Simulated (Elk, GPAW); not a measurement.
A GPAW input for a self-consistent single point of Li2Se (Fm-3m, 3 atoms in the cell) (DFT PBE, plane waves, GPAW PAW datasets PBE (gpaw-data 1.0.1)):

```python
from ase import Atoms
from ase.units import GPa
from gpaw import GPAW, PW, FermiDirac

atoms = Atoms(['Li', 'Li', 'Se'],
              cell=[[0.000000, 2.976045, 2.976045],
                    [2.976045, 0.000000, 2.976045],
                    [2.976045, 2.976045, 0.000000]],
              scaled_positions=[[0.750000, 0.750000, 0.750000],
                                [0.250000, 0.250000, 0.250000],
                                [0.000000, 0.000000, 0.000000]],
              pbc=True)

calc = GPAW(mode=PW(600),
            xc='PBE',
            kpts=(7, 7, 7),
            occupations=FermiDirac(0.01),
            nbands=-8,
            convergence={'density': 1e-05, 'bands': -6},
            symmetry={'symmorphic': False, 'tolerance': 0.0005},
            maxiter=120,
            txt='-')

atoms.calc = calc

energy = atoms.get_potential_energy()
print('Energy (eV):', round(energy, 6))
forces = atoms.get_forces()
print('Forces (eV/Ang):')
print(forces.round(5))
stress = atoms.get_stress()
print('Stress (GPa, Voigt):', (stress / GPa).round(4))
```

**Question.** Translate this input to Elk.

**Answer.** This is the input that was run; spellings and numerical settings could be chosen otherwise.

```
tasks
  0

xctype
  20

rgkmax
  8.0

gmaxvr
  14.0

nxlo
  2

lorbcnd
  .true.

lmaxi
  2

stype
  3

swidth
  0.000367493

avec
    0.0000000000    5.6239099846    5.6239099846
    5.6239099846    0.0000000000    5.6239099846
    5.6239099846    5.6239099846    0.0000000000

atoms
  2   : nspecies
  'Li.in'   : spfname
  2   : natoms; atposl, bfcmt below
  0.7500000000  0.7500000000  0.7500000000    0.0 0.0 0.0
  0.2500000000  0.2500000000  0.2500000000    0.0 0.0 0.0
  'Se.in'   : spfname
  1   : natoms; atposl, bfcmt below
  0.0000000000  0.0000000000  0.0000000000    0.0 0.0 0.0

ngridk
  7 7 7
```

Basis, cutoffs, solver keys and any potentials are the target program's own. This input uses DFT, PBE, all-electron FP-LAPW, Elk's shipped species files, APW+lo basis with extra local orbitals. Both were run: gap on the mesh 3.090 eV in GPAW and 3.090 in Elk.

On Elk: the starting cell comes from a database of computed structures (which also holds hypothetical and non-ambient phases and stackings), without a prior relaxation at this level. Values depend on the basis (sphere radii, cutoffs, local orbitals), which need not be converged.

On GPAW: the starting cell comes from a database of computed structures (which also holds hypothetical and non-ambient phases and stackings), without a prior relaxation at this level. Another mesh or the band path of this cell gives a smaller gap, so this value is not converged in the mesh.
